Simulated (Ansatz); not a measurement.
The starting structures come from a database of crystals and need not be the phases stable at ambient conditions.

Tunnelling through a barrier is set by its complex band structure: the current falls as exp(−2κd) with the smallest κ.

Data:

```
LaLi3Sb2
1.0
    4.63793     0.00000     0.00000
   -2.31897     4.01657     0.00000
    0.00000     0.00000     7.47384
Li La Sb
3 1 2
Direct
  0.00000   0.00000   0.50000
  0.66667   0.33333   0.35706
  0.33333   0.66667   0.64294
  0.00000   0.00000   0.00000
  0.33333   0.66667   0.25864
  0.66667   0.33333   0.74136
```

Space group of this cell: P-3m1. The cell is taken as given.

Transport runs along the normal of the first two printed cell vectors, the (001) plane of the conventional cell.

No gap correction and no spin-orbit coupling; mid-gap values are interpolated between computed energies.

Task: Predict the band gap and the smallest decay constant κ at mid-gap from r2SCAN (Ansatz, a first-principles code).

Result: Gap 0.44 eV on a 12×12×4 mesh; κ = 0.085 1/Å, at the zone centre.
